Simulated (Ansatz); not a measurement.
## A computed series for TiC: response to strain

Start from TiC in the rock salt structure (space group Fm-3m, No. 225; a = 4.329 Å; relaxed with 0.1 eV smearing). Axes: x, y, z lie along the cube axes.

Strains are applied to the cell and any free atomic positions relax; under biaxial strain the out-of-plane vector relaxes too; under stress the whole cell relaxes.

Method: Kohn–Sham DFT with the r2SCAN functional, run in Ansatz (a program for electronic structure) with PAW and 500 eV plane waves, no spin-orbit coupling, earlier PAW set.

Notes on the quantities. energy relative to the base: free energy F; pressure: mean of the normal stresses, compression positive.

```csv
variant,space group,energy relative to the base,pressure,volume per atom
base,Fm-3m (No. 225),0 meV/atom,0.0 GPa,10.14 Å³
"biaxial strain +4.98 %, plane normal [001], relaxed out of plane",I4/mmm (No. 139),+79 meV/atom,-14.9 GPa,10.93 Å³
"biaxial strain +1.16 %, plane normal [111], relaxed out of plane",R-3m (No. 166),+4.8 meV/atom,-4.3 GPa,10.31 Å³
isotropic strain −1.19 %,Fm-3m (No. 225),+11 meV/atom,10.1 GPa,9.78 Å³
isotropic strain +3.02 %,Fm-3m (No. 225),+62 meV/atom,-19.6 GPa,11.08 Å³
uniaxial strain ε_xx = −0.93 %,I4/mmm (No. 139),+1.5 meV/atom,2.5 GPa,10.04 Å³
uniaxial strain ε_xx = −0.67 %,I4/mmm (No. 139),+0.8 meV/atom,1.8 GPa,10.07 Å³
uniaxial strain ε_yy = −5.97 %,I4/mmm (No. 139),+75 meV/atom,20.3 GPa,9.53 Å³
uniaxial strain ε_yy = −0.51 %,I4/mmm (No. 139),+0.4 meV/atom,1.4 GPa,10.09 Å³
"uniaxial stress, 0.5 GPa compression along x",I4/mmm (No. 139),0.0 meV/atom,–,10.13 Å³
```

Beyond what the load breaks, stability against distortions was not tested. The final runs are not spin-polarised.
